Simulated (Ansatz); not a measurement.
The starting structures come from a database of crystals and need not be the phases stable at ambient conditions.

Data:

```
AsBO4
1.0
    4.49187     0.00000     0.00000
    0.00000     4.49187     0.00000
    2.24593    -2.24593     3.40593
B As O
1 1 4
Direct
  0.75000   0.75000   0.50000
  0.00000   0.00000   0.00000
  0.85608   0.02663   0.73496
  0.02663   0.40896   0.26504
  0.40896   0.70833   0.73496
  0.70833   0.85608   0.26504
```

Space group of this cell: I-4. The cell is taken as given; by r2SCAN its mean pressure is -1.3 GPa.

Transport runs along the normal of the first two printed cell vectors, the (001) plane of the conventional cell.

The gap is the functional's own. No spin-orbit coupling. Mid-gap values are interpolated on the energy grid.

**Question.** Give the band gap and the smallest decay constant κ at mid-gap that r2SCAN (Ansatz, a program for electronic structure) yields.

**Answer.** Gap 5.41 eV on a 10×10×10 mesh; κ = 0.454 1/Å, at the zone centre.
